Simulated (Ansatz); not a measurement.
Base system: SiO₂ in the rutile structure (space group P4_2/mnm, No. 136; a = 4.155 Å, c = 2.661 Å). Axes: x, y, z lie along a, b, c of the conventional cell.

Method: Ansatz (a first-principles code), LDA, PAW, cutoff 420 eV, no SOC.

For the base:

* **Pressure**: -0.01 GPa
* **Valence-band top at Γ**: 0.00, -0.91, -0.91 eV
* **Band gap**: 5.81 eV

Perturbation: the cell is stretched by 1.80 % along z with no lateral relaxation; the atoms relax in the strained cell.

**Question.** How does this affect the energy relative to the base, pressure, valence-band top at Γ and band gap?

**Answer.** The energy grows by 5.5 meV/atom; the pressure (mean of the normal stresses, compression positive) falls by 6.48 GPa to -6.49 GPa; the valence-band top at Γ (three highest levels, from the VBM) changes from 0.00, -0.91, -0.91 eV to 0.00, -0.87, -0.87 eV; the band gap drops by 0.39 eV (5.81 eV → 5.42 eV).

Whether these cells are dynamically stable was not tested.
